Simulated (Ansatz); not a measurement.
## AlN, response to strain

Base system: AlN in the zinc blende structure (space group F-43m, No. 216).

```xyz
2
Lattice="0.0000 2.1711 2.1711 2.1711 0.0000 2.1711 2.1711 2.1711 0.0000" Properties=species:S:1:pos:R:3 pbc="T T T"
Al     0.0000     0.0000     0.0000
N      1.0856     1.0856     1.0856
```

Cartesian axes are those of the cell as printed.

Strains are applied to the cell and any free atomic positions relax; under biaxial strain the out-of-plane vector relaxes too.

Calculations: LDA, PAW, 420 eV (Ansatz, a quantum-chemistry and plane-wave program; no spin-orbit coupling).

| biaxial strain, plane normal [111], relaxed out of plane (%) | out-of-plane strain (%) |
|---|---|
| -2.5 | 0.94 |
| -2.08 | 0.78 |
| -1.67 | 0.63 |
| -1.25 | 0.47 |
| -0.83 | 0.31 |
| -0.42 | ? |
| 0 | 0.00 |

Task: Fit ε⊥ = −νε + γε² (strains in %) to the rows shown and predict the withheld row.

Result: Least squares on the printed values gives ν = 0.38 (the biaxial Poisson response) and γ = 0.000 (largest residual 0.00 %); this predicts 0.16 %, and the run gives 0.16 %, in agreement.

Whether these cells are dynamically stable was not tested. This is not the structure that AlN has at room temperature and ambient pressure.
